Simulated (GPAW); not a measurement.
Input and output of a self-consistent single point for TiZn (Pm-3m, 2 atoms in the cell) (GPAW)

Level of theory: PBEsol, GPAW PAW datasets PBEsol (made by gpaw-setup) (plane waves; GPAW).

The input file:

```python
from ase import Atoms
from ase.units import GPa
from gpaw import GPAW

atoms = Atoms(['Ti', 'Zn'],
              cell=[[3.123750, 0.000000, 0.000000],
                    [0.000000, 3.123750, 0.000000],
                    [0.000000, 0.000000, 3.123750]],
              positions=[[1.561875, 1.561875, 1.561875],
                         [0.000000, 0.000000, 0.000000]],
              pbc=True)

calc = GPAW(mode={'name': 'pw', 'ecut': 850},
            xc='PBEsol',
            kpts=(7, 7, 7),
            occupations={'name': 'fermi-dirac', 'width': 0.1},
            nbands=-6,
            symmetry={'symmorphic': False, 'tolerance': 0.0005},
            maxiter=100,
            txt='-')

atoms.calc = calc

energy = atoms.get_potential_energy()
print('Energy (eV):', round(energy, 6))
forces = atoms.get_forces()
print('Forces (eV/Ang):')
print(forces.round(5))
stress = atoms.get_stress()
print('Stress (GPa, Voigt):', (stress / GPa).round(4))
```

The program printed (abridged):

```
Input parameters:
  kpts: [7 7 7]
  maxiter: 100
  mode: {ecut: 850,
         name: pw}
  nbands: -6
  occupations: {name: fermi-dirac,
                width: 0.1}
  symmetry: {symmorphic: False,
             tolerance: 0.0005}
  xc: PBEsol

species:
  Ti:
    name: Titanium
    Z: 22.0
    valence: 12
    core: 10
    charge: 0.0
    file: Ti.PBEsol.gz

    # Using partial waves for Ti as LCAO basis

  Zn:
    name: Zinc
    Z: 30.0
    valence: 12
    core: 18
    charge: 0.0
    file: Zn.PBEsol.gz

    # Using partial waves for Zn as LCAO basis

Reference energy: -72020.493258  # eV

Spin-paired calculation

Convergence criteria:
 Maximum [total energy] change in last 3 cyles: 0.0005 eV / valence electron
 Maximum integral of absolute [dens]ity change: 0.0001 electrons / valence electron
 Maximum integral of absolute [eigenst]ate change: 4e-08 eV^2 / valence electron
 Maximum number of scf [iter]ations: 100

Symmetries present (total): 48
Symmetries with fractional translations: 0
343 k-points: 7 x 7 x 7 Monkhorst-Pack grid
20 k-points in the irreducible part of the Brillouin zone
       k-points in crystal coordinates                weights
   0:     0.00000000    0.00000000    0.00000000          1/343
   1:     0.14285714    0.00000000    0.00000000          6/343
   2:     0.14285714    0.14285714    0.00000000         12/343
   [... 7 lines left out ...]
          ...
  19:     0.42857143    0.42857143    0.42857143          8/343

Wave functions: Plane wave expansion
  Cutoff energy: 850.000 eV
  Number of coefficients (min, max): 1702, 1743
  Pulay-stress correction: 0.000000 eV/Ang^3 (de/decut=0.000000)

Occupation numbers: Fermi-Dirac:
  width: 0.1000  # eV

Eigensolver

Densities:
  Coarse grid: 24*24*24 grid
  Fine grid: 48*48*48 grid
  Total Charge: 0.000000

Density mixing:
  Method: separate
  Backend: pulay
  Linear mixing parameter: 0.05
  old densities: 5
  Damping of long wavelength oscillations: 50

Hamiltonian:
  XC and Coulomb potentials evaluated on a 48*48*48 grid
  External potential:
    NoExternalPotential

XC parameters: PBEsol with 2 nearest neighbor stencil

Number of atoms: 2
Number of atomic orbitals: 22
Number of bands in calculation: 18
Number of valence electrons: 24
Bands to converge: occupied

Density initialized from atomic densities
  18 bands from LCAO basis set

Atomic positions and initial magnetic moments

Positions:
   0 Ti     1.561875    1.561875    1.561875    ( 0.0000,  0.0000,  0.0000)
   1 Zn     0.000000    0.000000    0.000000    ( 0.0000,  0.0000,  0.0000)

Unit cell:
           periodic     x           y           z      points  spacing
  1. axis:    yes    3.123750    0.000000    0.000000    24     0.1302
  2. axis:    yes    0.000000    3.123750    0.000000    24     0.1302
  3. axis:    yes    0.000000    0.000000    3.123750    24     0.1302

  Lengths:   3.123750   3.123750   3.123750
  Angles:   90.000000  90.000000  90.000000

Effective grid spacing dv^(1/3) = 0.1302

     iter     time        total  log10-change:
                         energy   eigst   dens
iter:   1 --:--:--    -9.690509
iter:   2 --:--:--    -9.659277   -0.81  -1.45
iter:   3 --:--:--    -9.325609   -0.81  -1.46
iter:   4 --:--:--    -9.648395   -0.99  -1.77
iter:   5 --:--:--    -9.642893   -1.79  -1.84
iter:   6 --:--:--    -9.325552   -1.32  -1.76
iter:   7 --:--:--    -9.296700   -1.78  -2.09
iter:   8 --:--:--    -9.313591   -2.31  -2.81
iter:   9 --:--:--    -9.296832   -2.42  -2.56
iter:  10 --:--:--    -9.296832   -3.65  -3.35
iter:  11 --:--:--    -9.296815c  -4.65  -3.67
iter:  12 --:--:--    -9.296782c  -5.49  -3.79
iter:  13 --:--:--    -9.296751c  -6.36  -3.87
iter:  14 --:--:--    -9.296655c  -5.25  -3.86
iter:  15 --:--:--    -9.296674c  -6.67  -3.83
iter:  16 --:--:--    -9.296672c  -7.32  -3.82
iter:  17 --:--:--    -9.296679c  -7.40c -3.83
iter:  18 --:--:--    -9.296681c  -7.68c -3.83
iter:  19 --:--:--    -9.296676c  -7.89c -3.83
iter:  20 --:--:--    -9.296657c  -6.57  -3.83
iter:  21 --:--:--    -9.296666c  -7.59c -3.81
iter:  22 --:--:--    -9.296663c  -7.51c -3.82
iter:  23 --:--:--    -9.296659c  -7.43c -3.83
iter:  24 --:--:--    -9.296646c  -6.84  -3.83
iter:  25 --:--:--    -9.296648c  -8.04c -3.82
iter:  26 --:--:--    -9.296655c  -7.34  -3.82
iter:  27 --:--:--    -9.296655c  -8.46c -3.83
iter:  28 --:--:--    -9.296629c  -6.02  -3.82
iter:  29 --:--:--    -9.296634c  -7.70c -3.84
iter:  30 --:--:--    -9.296625c  -6.08  -3.84
iter:  31 --:--:--    -9.296624c  -6.57  -3.82
iter:  32 --:--:--    -9.296624c  -7.68c -3.82
iter:  33 --:--:--    -9.296621c  -7.74c -3.83
iter:  34 --:--:--    -9.296587c  -5.28  -3.84
iter:  35 --:--:--    -9.296615c  -5.87  -3.91
iter:  36 --:--:--    -9.296606c  -6.69  -3.96
iter:  37 --:--:--    -9.296605c  -6.67  -4.03c
iter:  38 --:--:--    -9.296595c  -6.15  -4.04c
iter:  39 --:--:--    -9.296588c  -6.72  -4.17c
iter:  40 --:--:--    -9.296596c  -6.45  -4.20c
iter:  41 --:--:--    -9.296592c  -7.19  -4.26c
iter:  42 --:--:--    -9.296586c  -5.47  -4.27c
iter:  43 --:--:--    -9.296584c  -7.14  -4.34c
iter:  44 --:--:--    -9.296594c  -5.46  -4.36c
iter:  45 --:--:--    -9.296591c  -5.48  -4.46c
iter:  46 --:--:--    -9.296589c  -6.12  -4.35c
iter:  47 --:--:--    -9.296587c  -7.59c -4.56c

Converged after 47 iterations.

Dipole moment: (-0.000000, -0.000000, -0.000000) |e|*Ang

Energy contributions relative to reference atoms: (reference = -72020.493258)

Kinetic:         -0.078122
Potential:       +1.504051
External:        +0.000000
XC:             -10.665466
Entropy (-ST):   -0.036128
Local:           -0.038985
SIC:             +0.000000
--------------------------
Free energy:     -9.314651
Extrapolated:    -9.296587

Showing only first 2 kpts
 Kpt  Band  Eigenvalues  Occupancy
  0    10      7.42038    1.99301
  0    11      7.42038    1.99301
  0    12     10.16950    0.00000
  0    13     10.16950    0.00000

  1    10      7.34769    1.99661
  1    11      7.44350    1.99119
  1    12      9.73955    0.00000
  1    13      9.73955    0.00000

Fermi level: 7.98560

Gap: 0.344 eV
Transition (v -> c):
  (s=0, k=12, n=11, [0.43, 0.14, 0.14]) -> (s=0, k=16, n=12, [0.43, 0.43, 0.00])
Direct/indirect transitions are different
Direct gap: 0.346 eV
Transition at: (s=0, k=12, n=11, [0.43, 0.14, 0.14])
Energy (eV): -9.296587

Forces in eV/Ang:
  0 Ti    0.00000    0.00000    0.00000
  1 Zn    0.00000    0.00000    0.00000

Stress tensor:
     0.015650    -0.000000     0.000000
    -0.000000     0.015650     0.000000
     0.000000     0.000000     0.015650
Stress (GPa, Voigt): [ 2.5074  2.5074  2.5074  0.      0.     -0.    ]
```

The run converged in 47 iterations. GPAW prints stress with tension positive.

The starting cell comes from a database of computed structures (which also holds hypothetical and non-ambient phases and stackings), without a prior relaxation at this level. Spin polarisation is off. The log's line on a gap gives a spacing of levels on this mesh, which the program prints for metals too.
